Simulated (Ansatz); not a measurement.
**BeTe: element substitutions**

The parent structure is BeTe in the zinc blende structure (space group F-43m, No. 216).

```xyz
2
Lattice="0.0000 2.8318 2.8318 2.8318 0.0000 2.8318 2.8318 2.8318 0.0000" Properties=species:S:1:pos:R:3 pbc="T T T"
Te     4.2477     4.2477     4.2477
Be     0.0000     0.0000     0.0000
```

Each row replaces one element on all its sites; cell and atoms are relaxed.

Levels (all Ansatz, a quantum-chemistry and plane-wave program, PAW): PBE (420 eV, without spin-orbit coupling); PBEsol (420 eV, spin-orbit coupling left out).

The base cell above is that of PBE; each level relaxes its own structures.

```json
[
 {"case": "Te → Se", "band gap, PBE": "2.67 eV", "band gap, PBEsol": "?"},
 {"case": "Te → Cd", "band gap, PBE": "zero", "band gap, PBEsol": "?"},
 {"case": "Be → B", "band gap, PBE": "zero", "band gap, PBEsol": "zero"},
 {"case": "Te → S", "band gap, PBE": "3.15 eV", "band gap, PBEsol": "2.91 eV"}
]
```

Q: Some entries are withheld; estimate them.

A: 
- Te → Se, band gap, PBEsol: 2.47 eV
- Te → Cd, band gap, PBEsol: zero

The two levels differ by at most about 0.24 eV. They put the cases in the same order.

Spin-orbit coupling, missing from the scalar runs, can matter with Te. Stability against distortions was not tested. As relaxed here, BeCd and BTe are hypothetical phases, not in the database extracts checked. All final runs are without spin polarisation. An odd electron count without spin: BTe.
